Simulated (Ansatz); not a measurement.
Reference: GaP (F-43m), HSE06 with spin-orbit coupling, rigid bands (plane waves, PAW; Ansatz, a first-principles code); geometry: cell and atoms relaxed with PBEsol.

```yaml
crystal:
  lattice:
    - [0.00000, 2.71922, 2.71922]
    - [2.71922, 0.00000, 2.71922]
    - [2.71922, 2.71922, 0.00000]
  atoms:
    - { symbol: Ga, position: [0.00000, 0.00000, 0.00000] }
    - { symbol: P, position: [0.25000, 0.25000, 0.25000] }
```

| Quantity | Value |
|---|---|
| band gap | 2.22 eV |
| electron conductivity mass | 0.34 mₑ |
| hole conductivity mass | 0.48 mₑ |
| Seebeck coefficient, n-type 1e19 cm⁻³ | -329 μV/K |

**Question.** Replace Ga by B on the same sites and relax. What happens?

**Answer.** BP (F-43m): volume per atom 20.1 to 11.5 Å³; band gap falls (2.22 eV to 1.93 eV); electron conductivity mass falls (0.34 mₑ to 0.32 mₑ); hole conductivity mass falls (0.48 mₑ to 0.41 mₑ); Seebeck coefficient, n-type 1e19 cm⁻³ stays about the same (-329 μV/K to -331 μV/K).

**Question.** Replace Ga by In on the same sites and relax. What happens?

**Answer.** InP (F-43m): volume per atom 20.1 to 25.4 Å³; band gap falls (2.22 eV to 1.41 eV); electron conductivity mass falls (0.34 mₑ to 0.095 mₑ); hole conductivity mass rises (0.48 mₑ to 0.54 mₑ); Seebeck coefficient, n-type 1e19 cm⁻³ falls in size (-329 μV/K to -61 μV/K).

**Question.** Replace Ga by Al on the same sites and relax. What happens?

**Answer.** AlP (F-43m): volume per atom 20.1 to 20.5 Å³; band gap stays about the same (2.22 eV to 2.26 eV); electron conductivity mass stays about the same (0.34 mₑ to 0.33 mₑ); hole conductivity mass rises (0.48 mₑ to 0.67 mₑ); Seebeck coefficient, n-type 1e19 cm⁻³ falls in size (-329 μV/K to -260 μV/K).

Moves up to 5 % count as about the same. Masses are for dilute carriers at 300 K, harmonic means over directions unless an axis is named. Seebeck coefficients are for the stated density at 300 K, with one relaxation time for all states and whether or not that doping can be reached.
